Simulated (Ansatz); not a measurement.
BePd (model structure, started from the CuAu type, P4/mmm, No. 123, 2 atoms in the cell), treated with r²SCAN (Ansatz, a quantum-chemistry and plane-wave program, PAW).

Numerical settings: plane-wave cutoff 560 eV, 20×20×16 k mesh (along the axes of the cell as run), Fermi–Dirac smearing 0.05 eV, scalar-relativistic PAW data made under PBE.

Cell (relaxed at this level):

```
CELL_PARAMETERS angstrom
      2.78013     0.00000     0.00000
      0.00000     2.78013     0.00000
      0.00000     0.00000     2.88030
ATOMIC_POSITIONS crystal
  Be 0.50000 0.50000 0.50000
  Pd 0.00000 0.00000 0.00000
```

Problem. Give the computed bulk modulus.

Solution. 
* **bulk modulus**: 185 GPa

The run finds no gap.

Note: the bulk modulus is −V dP/dV from two relaxed cells at ±2 % in volume; the relaxation could raise the start's symmetry but not lower it, so the cell can be a saddle point.

The computed numbers hold no vibrational or temperature effects.

Cost on a shared machine: very roughly 2.8 core-minutes.

A model structure was made by putting elements into a prototype or built by hand; it is no filed structure, need not be a known phase, and can be a saddle point held by its symmetry.
